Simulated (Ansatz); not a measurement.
We consider Sn (within 0.1 Å of I4/mmm, No. 139, 1 atom in the cell; start mp-623511; another form than the element's usual one), described by r²SCAN (PAW; Ansatz, a first-principles code).

Run with plane-wave cutoff 560 eV, 22×22×22 k mesh, Fermi–Dirac smearing 0.05 eV, scalar-relativistic PAW data made under PBE.

Cell (relaxed at this level):

```yaml
crystal:
  lattice:
    - [-1.74427, 1.74479, 2.23913]
    - [1.74427, -1.74479, 2.23913]
    - [1.74427, 1.74479, -2.23913]
  atoms:
    - { symbol: Sn, position: [0.00000, 0.00000, 0.00000] }
```

Give the computed bulk modulus.


- bulk modulus: 51.6 GPa

The run finds no gap.

Note: the bulk modulus is −V dP/dV from two relaxed cells at ±2 % in volume.

Spin–orbit coupling is not included.

The computed numbers hold no vibrational or temperature effects.

The result took roughly 9 core-minutes.

A start named mp-… is a Materials Project structure, which need not be a measured phase.
